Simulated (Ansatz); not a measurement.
# TaSi2 (P6₂22, No. 180)

Calculation: r²SCAN in Ansatz (plane waves, PAW).

Numerical settings: plane-wave cutoff 500 eV, 12×12×6 k mesh (along the axes of the cell as run), Fermi–Dirac smearing 0.05 eV, scalar-relativistic PAW data made under PBE.

Cell: relaxed at this level.

- equilibrium volume per atom = 14.41 Å³/atom
- equilibrium lattice constant a = 4.779 Å
- lattice parameter c = 6.556 Å
- band gap = zero (no gap)

Spin–orbit coupling is not included.

Computing time: roughly 5 core-minutes.

Ansatz is a first-principles code.
